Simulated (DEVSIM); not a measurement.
Structure: illuminated Si n-on-p cell, one wavelength, at 300 K.

Layer 1 from the left is Si, thickness (μm) 0.0830, Nd (cm⁻³) 5.6e18, τn (s) 0.00011, τp (s) 7.5e-6, absorption coefficient (cm⁻¹) 340. Layer 2 from the left is Si, thickness (μm) 25.0, Na (cm⁻³) 1.3e17, τn (s) 0.00034, τp (s) 0.00034, absorption coefficient (cm⁻¹) 340.

Left contact: ohmic, minority hole recombination velocity 4e5 cm/s. Right contact: ohmic, minority electron recombination velocity 4e6 cm/s. Voltage is applied to the left contact. Recombination: SRH at mid-gap, radiative, Auger. Gap narrowing is on: ΔEg = 6.92 meV × (l + √(l² + 0.5)), l = ln(N/1.3e17 cm⁻³), shared equally by both band edges. Light enters at the left, 1.3e17 photons cm⁻² s⁻¹, one pass, no reflection. Mobility is constant in doping.

The device is made up for the run: typed textbook-type constants, with dimensions and the other settings drawn at random. Values at 300 K.

Si: gap (eV) 1.124, affinity (eV) 4.05, permittivity 11.7, Nc (cm⁻³) 2.86e19, Nv (cm⁻³) 3.1e19, μn (cm²/Vs) 1417, μp (cm²/Vs) 470, B (cm³/s) 4.7e-15, Cn (cm⁶/s) 2.8e-31, Cp (cm⁶/s) 9.9e-32.

DEVSIM, 1D drift-diffusion, Boltzmann statistics, complete ionisation; no tunnelling, impact ionisation, image-force lowering or self-heating.

Dark forward current:

| |V| (V) | |J| (A/cm²) |
|---|---|
| 0.10 | 5.063e-10 |
| 0.15 | 3.516e-9 |
| 0.20 | 2.423e-8 |
| 0.25 | 1.672e-7 |
| 0.30 | 1.155e-6 |
| 0.35 | 7.986e-6 |
| 0.40 | 5.522e-5 |
| 0.45 | 0.0003818 |
| 0.50 | 0.002640 |
| 0.55 | 0.01825 |
| 0.60 | 0.1260 |
| 0.65 | 0.8669 |
| 0.70 | 5.798 |
| 0.75 | 33.57 |
| 0.80 | 133.2 |
| 0.85 | 353.5 |
| 0.90 | 726.0 |
| 0.95 | 1272 |
| 1.00 | 2005 |

### Question
Work out the local ideality factor n = ΔV / (kT/q · ln(J2/J1)) between the rows 0.15 and 0.20 V, 0.45 and 0.50 V, 0.95 and 1.00 V.

### Answer
kT/q = 25.85 mV. From 0.15 to 0.20 V: ln(2.423e-8/3.516e-9) = 1.930, n = 1.00, near the 1 of diffusion or emission over a barrier. From 0.45 to 0.50 V: ln(0.002640/0.0003818) = 1.934, n = 1.00, near the 1 of diffusion or emission over a barrier. From 0.95 to 1.00 V: ln(2005/1272) = 0.455, n = 4.25.

### Question
What current could the absorbed light give at most, and what share is collected?

### Answer
Σ αd = 0.853, so qΦ(1 − exp(−Σ αd)) = 12.0 mA/cm². The simulated short-circuit current is 6.874 mA/cm², a share of 0.58.

### Question
Estimate the open-circuit voltage by superposition: the voltage at which the dark current equals that short-circuit current.

### Answer
Interpolating ln J in the table gives 0.525 V. The simulation gives 0.525 V, the same within the digits that matter. Superposition holds where collection doesn't change with voltage.

### Question
Estimate the fill factor from FF0 = (v − ln(v + 0.72))/(v + 1), v = qVoc/(nkT), with n from the dark curve.

### Answer
The rows about Voc, 0.50 and 0.55 V, give n = 1.00, so v = 20.3 and FF0 = 0.810. The simulation gives 0.808, the same within the digits that matter.
